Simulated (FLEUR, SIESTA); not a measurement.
A SIESTA input for a self-consistent single point of Mo2N (I4_1/amd, 6 atoms in the cell) (DFT, GGA PBEsol, numerical atomic orbitals TZP, PseudoDojo PBEsol standard norm-conserving potentials (rewritten from UPF to PSML)):

```
# files in the folder: Mo.psml N.psml (PseudoDojo PBEsol standard)
SystemName  Mo2N
SystemLabel mo2n

NumberOfAtoms                6
NumberOfSpecies              2
%block ChemicalSpeciesLabel
  1 42 Mo
  2 7 N
%endblock ChemicalSpeciesLabel
LatticeConstant              1.0 Bohr
%block LatticeVectors
    -4.060335471    4.060335471    7.585447592
     4.060335471   -4.060335471    7.585447592
     4.060335471    4.060335471   -7.585447592
%endblock LatticeVectors
AtomicCoordinatesFormat      Bohr
%block AtomicCoordinatesAndAtomicSpecies
     0.000000000    4.060335471    7.387619118  1
    -0.000000000    0.000000000    3.594895323  1
    -0.000000000    0.000000000   11.575999861  1
    -0.000000000    4.060335471    0.197828473  1
     4.060335471    0.000000000    3.792723796  2
     0.000000000    0.000000000    7.585447592  2
%endblock AtomicCoordinatesAndAtomicSpecies

XC.functional                GGA
XC.authors                   PBEsol
PAO.BasisSize                TZP
PAO.EnergyShift              0.005 Ry
MeshCutoff                   300 Ry
%block kgrid.MonkhorstPack
    7   0   0  0.0
    0   7   0  0.0
    0   0   7  0.0
%endblock kgrid.MonkhorstPack
OccupationFunction           FD
ElectronicTemperature        1160.45 K

MaxSCFIterations             150
SCF.Mixer.Method             Broyden
SCF.Mixer.Weight             0.25
SCF.Mixer.History            8
SCF.DM.Tolerance             1.0E-05
Diag.ParallelOverK           true
WriteForces                  true
Charge.Mulliken              end
```

Q: Give the FLEUR input for the same structure, mesh, smearing and functional.

A: This is the input that was run; spellings and numerical settings could be chosen otherwise.

Input of the input generator:

```
Mo2N FLAPW
&input film=f /
-4.0603354712 4.0603354712 7.5854475916
4.0603354712 -4.0603354712 7.5854475916
4.0603354712 4.0603354712 -7.5854475916
1.0
1.0 1.0 1.0

6
42 0.9869600000 0.4869600000 0.5000000000
42 0.2369600000 0.2369600000 0.0000000000
42 0.7630400000 0.7630400000 0.0000000000
42 0.5130400000 0.0130400000 0.5000000000
7 0.2500000000 0.7500000000 0.5000000000
7 0.5000000000 0.5000000000 -0.0000000000

&comp jspins=1 /
&exco xctyp='PBEs' /
&kpt div1=7 div2=7 div3=7 /
&end /
```

```xml
<?xml version="1.0" encoding="UTF-8" standalone="no"?>
<fleurInput fleurInputVersion="0.39">
   <comment>
      Mo2N FLAPW                                                                                          
   </comment>
   <calculationSetup>
      <cutoffs Kmax="4.6" Gmax="18.4" GmaxXC="18.4" numbands="0"/>
      <scfLoop itmax="80" minDistance="0.00001" maxIterBroyd="15" imix="Anderson" alpha="0.05" precondParam="0.0" spinf="2.0"/>
      <coreElectrons ctail="T" frcor="F" kcrel="0" coretail_lmax="0"/>
      <xcFunctional name="PBEs" relativisticCorrections="F"/>
      <magnetism jspins="1"/>
      <soc l_soc="F" theta="0.0" phi="0.0" spav="F"/>
      <expertModes spex="0" secvar="F"/>
      <geometryOptimization l_f="T" forcealpha="1.0" forcemix="BFGS" epsdisp="0.00001" epsforce="0.00001"/>
      <ldaU l_linMix="F" mixParam="0.05" spinf="1.0"/>
   </calculationSetup>
   <cell>
      <bzIntegration valenceElectrons="66.0" mode="hist" fermiSmearingEnergy="0.00367493">
         <kPointListSelection listName="default-1"/>
         <!-- k-points included here -->
         <xi:include xmlns:xi="http://www.w3.org/2001/XInclude" href="kpts.xml"> </xi:include>
      </bzIntegration>
      <!-- symmetry operations included here -->
      <xi:include xmlns:xi="http://www.w3.org/2001/XInclude" href="sym.xml"> </xi:include>
      <bulkLattice scale="1.0">
         <bravaisMatrix>
            <row-1>   -4.0603354712000002     4.0603354712000002     7.5854475916000004</row-1>
            <row-2>    4.0603354712000002    -4.0603354712000002     7.5854475916000004</row-2>
            <row-3>    4.0603354712000002     4.0603354712000002    -7.5854475916000004</row-3>
         </bravaisMatrix>
      </bulkLattice>
   </cell>
   <atomSpecies>
      <species name="Molybdenum (Mo)" element="Mo" atomicNumber="42">
         <mtSphere radius="2.34" gridPoints="823" logIncrement="0.015"/>
         <atomicCutoffs lmax="10" lnonsphr="8"/>
         <electronConfig flipSpins="F">
            <coreConfig>(1s1/2) (2s1/2) (2p1/2) (2p3/2) (3s1/2) (3p1/2) (3p3/2) (3d3/2) (3d5/2)</coreConfig>
            <valenceConfig>(4s1/2) (4p1/2) (4p3/2) (5s1/2) (4d3/2) (4d5/2)</valenceConfig>
            <stateOccupation state="(5s1/2)" spinUp="0.5" spinDown="0.5"/>
            <stateOccupation state="(4d3/2)" spinUp="1.0" spinDown="1.0"/>
            <stateOccupation state="(4d5/2)" spinUp="1.5" spinDown="1.5"/>
         </electronConfig>
         <energyParameters s="5" p="5" d="4" f="4"/>
         <lo type="SCLO" l="0" n="4" eDeriv="0"/>
         <lo type="SCLO" l="1" n="4" eDeriv="0"/>
      </species>
      <species name="Nitrogen (N)" element="N" atomicNumber="7">
         <mtSphere radius="1.32" gridPoints="467" logIncrement="0.022"/>
         <atomicCutoffs lmax="6" lnonsphr="4"/>
         <electronConfig flipSpins="F">
            <coreConfig>(1s1/2)</coreConfig>
            <valenceConfig>(2s1/2) (2p1/2) (2p3/2)</valenceConfig>
            <stateOccupation state="(2p1/2)" spinUp="0.5" spinDown="0.5"/>
            <stateOccupation state="(2p3/2)" spinUp="1.0" spinDown="1.0"/>
         </electronConfig>
         <energyParameters s="2" p="2" d="3" f="4"/>
      </species>
   </atomSpecies>
   <atomGroups>
      <atomGroup species="Molybdenum (Mo)">
         <relPos label="                   1">.1119600000 .3619600000 1.000/4.000</relPos>
         <relPos label="                   2">.3619600000 .1119600000 -1.000/4.000</relPos>
         <relPos label="                   3">-.1119600000 -.3619600000 -1.000/4.000</relPos>
         <relPos label="                   4">-.3619600000 -.1119600000 1.000/4.000</relPos>
         <force calculate="T" relaxXYZ="TTT"/>
      </atomGroup>
      <atomGroup species="Nitrogen (N)">
         <relPos label="                   5">3.000/8.000 -3.000/8.000 1.000/4.000</relPos>
         <relPos label="                   6">-3.000/8.000 3.000/8.000 -1.000/4.000</relPos>
         <force calculate="T" relaxXYZ="TTT"/>
      </atomGroup>
   </atomGroups>
   <output dos="F" band="F" slice="F">
      <checks vchk="F" cdinf="F"/>
      <bandDOS minEnergy="-.5*Htr" maxEnergy="0.5*Htr" sigma="0.015" storeEVData="T"/>
      <vacuumDOS vacdos="F" integ="F" star="F" nstars="0" locx1="0.0" locy1="0.0" locx2="0.0" locy2="0.0" nstm="0" tworkf="0.0"/>
      <unfoldingBand unfoldBand="F" supercellX="1" supercellY="1" supercellZ="1"/>
      <plotting iplot="0" polar="F">
         <plot TwoD="T" vec1="  1.0  0.0  0.0" vec2="  0.0  1.0  0.0" vec3="  0.0  0.0  1.0" zero="  0.0  0.0  0.0" file="plot"/>
      </plotting>
      <chargeDensitySlicing numkpt="0" minEigenval="0.0" maxEigenval="0.0" nnne="0" pallst="F"/>
      <specialOutput eonly="F"/>
      <magneticCircularDichroism mcd="F" energyLo="-10.0" energyUp="0.0"/>
   </output>
  <!-- We include the file relax.xml here to enable relaxations (see documentation) -->
  <xi:include xmlns:xi="http://www.w3.org/2001/XInclude" href="relax.xml"> <xi:fallback/> </xi:include>
</fleurInput>
```

Basis, cutoffs, solver keys and any potentials are the target program's own. This input uses DFT, PBEsol, all-electron FLAPW (FLEUR), scalar-relativistic valence.

The starting cell comes from a database of computed structures (which also holds hypothetical and non-ambient phases and stackings), without a prior relaxation at this level. Its lattice was rescaled by a random factor within 2.5 % of one.
